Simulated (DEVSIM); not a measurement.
## abrupt In0.53Ga0.47As p-n junction

Structure: abrupt In0.53Ga0.47As p-n junction, at 250 K.

```csv
layer (left to right),material,thickness (μm),Nd (cm⁻³),Na (cm⁻³),τn (s),τp (s)
1,In0.53Ga0.47As,1.50,-,2.8e15,2.2e-9,2.2e-9
2,In0.53Ga0.47As,23.0,1.8e14,-,2.2e-9,2.2e-8
```

Left contact: ohmic. Right contact: ohmic. Voltage is applied to the left contact. Recombination: SRH at mid-gap, Auger. Mobility is μmin + (μ − μmin)/(1 + (N/Nref)^α).

This is a model device: material constants are rounded textbook-type values typed into the input, and sizes, dopings and lifetimes were drawn at random. Values at 300 K; Nc and Nv go as T^1.5, mobilities as T to minus their exponent, the gap by Varshni's rule with the affinity fixed.

```
parameter         In0.53Ga0.47As
----------------  --------------
gap (eV)                    0.74
affinity (eV)               4.51
permittivity                13.9
Nc (cm⁻³)                 2.1e17
Nv (cm⁻³)                 7.7e18
μn (cm²/Vs)                12000
μp (cm²/Vs)                  300
μn,min                       300
μp,min                        10
Nref,n                    1.3e17
Nref,p                    4.9e17
αn                          0.48
αp                           0.4
T exponent of μn             1.6
T exponent of μp             1.6
Cn (cm⁶/s)                 5e-29
Cp (cm⁶/s)                 5e-29
Varshni α (eV/K)         0.00035
Varshni β (K)                190
```

DEVSIM, 1D drift-diffusion, Boltzmann statistics, complete ionisation; no tunnelling, impact ionisation, image-force lowering or self-heating.

| Quantity | Result |
|---|---|
| Potential step across the device at zero bias | 0.444 V |
| Largest field in the device at zero bias | 4400 V/cm |
| Dark forward voltage at 1 A/cm² | 0.358 V |
| Dark forward voltage at 100 A/cm² | 0.712 V |

Small-signal capacitance in reverse bias (quasi-static):

```
V (V)  C (nF/cm²)
-----  ----------
-0.1         5.80
-0.25        5.07
-0.5         4.30
-0.75        3.81
-1           3.45
-1.5         2.96
-2           2.64
-2.5         2.40
-3.25        2.14
-4           1.95
-5           1.76
```

Dark forward current:

(V (V), J (A/cm²)): (0.05, 1.5e-5); (0.10, 7.5e-5); (0.15, 0.00034); (0.20, 0.0018); (0.25, 0.012); (0.30, 0.099); (0.35, 0.77); (0.40, 3.9); (0.45, 11); (0.50, 21); (0.55, 35); (0.60, 52); (0.65, 72); (0.70, 94); (0.75, 120); (0.80, 150); (0.85, 180); (0.90, 210); (0.95, 250); (1.00, 290); (1.05, 330); (1.10, 380); (1.15, 420); (1.20, 470)
